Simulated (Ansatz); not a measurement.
Consider HfC in the rock salt structure (space group Fm-3m, No. 225; a = 4.641 Å; relaxed with 0.1 eV smearing). Axes: x, y, z lie along the cube axes.

Calculations: r2SCAN in Ansatz (plane waves to 500 eV, PAW, scalar-relativistic without spin-orbit coupling).

It is then changed as follows: the cell is compressed by 3.41 % along x with no lateral relaxation; the atoms relax in the strained cell.

### Question
Predict the stress tensor and what it implies for the stiffness.

### Answer
Stress of the strained cell less that of the base (GPa, compression positive):
```
   21.2     0.0     0.0
    0.0     3.9     0.0
    0.0     0.0     3.9
```

Then −Δσ_ii/ε with ε = -0.0341 gives secant stiffness values (nonlinear terms included at this strain): C11 ≈ 623 GPa, C12 ≈ 115 GPa and C13 ≈ 115 GPa.

As a check, the harmonic strain energy −½ V₀ Δσ:ε is 28 meV/atom; the computed energy rise is 27 meV/atom.

No phonon test of stability was made. The final runs are not spin-polarised.

Ansatz is a first-principles code.
